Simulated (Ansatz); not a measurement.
W5Si3 under a change: pressure 7.5 GPa

The reference is W5Si3 (space group I4/mcm, No. 140; a = 9.5960 Å, c = 4.9298 Å; a cell from a computed database, its experimental status unchecked).

It is then changed as follows: cell and atoms relaxed at a pressure of 7.5 GPa.

All numbers come from PBEsol, PAW, 420 eV (Ansatz, a quantum-chemistry and plane-wave program; no spin-orbit coupling). Γ-centred 9×9×9 mesh, Fermi–Dirac width 0.05 eV.

The volume per atom drops by 0.351 Å³ (14.19 Å³ → 13.83 Å³) and the density goes up by 0.373 g/cm³ to 15.06 g/cm³. The lattice parameter a drops by 0.073 Å (9.596 Å → 9.523 Å) and the c/a ratio is nearly the same (0.514 against 0.513). The shortest interatomic distance shrinks by 0.024 Å (2.465 Å → 2.441 Å) and the enthalpy H = E + PV relative to the base's energy is +0.66 eV/atom. The band gap is still zero.

Final structure:

```xyz
16
Lattice="-4.7615 4.7615 2.4408 4.7615 -4.7615 2.4408 4.7615 4.7615 -2.4408" Properties=species:S:1:pos:R:3 pbc="T T T"
Si     0.0000     0.0000     3.6612
Si     0.0000     0.0000     1.2204
Si     3.1602     1.6013     0.0000
Si     1.6013     3.1602     2.4408
Si     3.1602    -1.6013     2.4408
Si     1.6013     6.3629     0.0000
W      4.0437     2.6299     2.4408
W      0.7178     2.1316     0.0000
W     -2.6299     4.0437     2.4408
W      7.3915     0.7178     0.0000
W     -0.7178     2.1316     2.4408
W      5.4794     2.6299     0.0000
W      2.1316     0.7178     2.4408
W      2.6299     4.0437     0.0000
W      0.0000     4.7615     1.2204
W      4.7615     0.0000     1.2204
```

Cost of the whole job for the changed cell (relaxation, final SCF and bands): roughly 5 core-minutes.

Load acts through the strain it causes; cell and atoms are relaxed under it. Stability against distortions was not tested. Competing high-pressure phases were not computed. All final runs are without spin polarisation.
